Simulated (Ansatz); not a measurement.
The starting structures come from a database of crystals and need not be the phases stable at ambient conditions.

Evanescent states of Rb2TiCl6 (Fm-3m, not sure to be the ambient phase, 9 atoms a cell, 27.7 Å³ an atom) along the normal of (110)

Level of theory: r2SCAN (plane waves, PAW; Ansatz, a program for electronic structure).

The gap is the functional's own, uncorrected, and κ follows it; spin-orbit coupling is left out. Mid-gap values are interpolated between the computed energies.

Energies count from the valence-band top; κ is the least over a 4×4 mesh across the current.

| E (eV) | κ (1/Å) | where |
|---|---|---|
| 0.07 | 0.134 | Γ |
| 0.20 | 0.223 | Γ |
| 0.33 | 0.254 | Γ |
| 0.46 | 0.272 | Γ |
| 0.58 | ___ | Γ |
| 0.71 | ___ | Γ |
| 0.84 | ___ | Γ |
| 0.97 | ___ | Γ |
| 1.10 | ___ | Γ |
| 1.24 | ___ | Γ |
| 1.36 | ___ | Γ |
| 1.50 | ___ | Γ |
| 1.62 | ___ | Γ |
| 1.75 | ___ | Γ |
| 1.89 | ___ | Γ |
| 2.02 | 0.306 | Γ |
| 2.15 | 0.280 | Γ |
| 2.27 | 0.236 | Γ |
| 2.40 | 0.134 | Γ |

Some entries are withheld; supply them.


- 0.58, κ (1/Å): 0.287
- 0.71, κ (1/Å): 0.299
- 0.84, κ (1/Å): 0.310
- 0.97, κ (1/Å): 0.318
- 1.10, κ (1/Å): 0.324
- 1.24, κ (1/Å): 0.329
- 1.36, κ (1/Å): 0.332
- 1.50, κ (1/Å): 0.333
- 1.62, κ (1/Å): 0.332
- 1.75, κ (1/Å): 0.329
- 1.89, κ (1/Å): 0.321
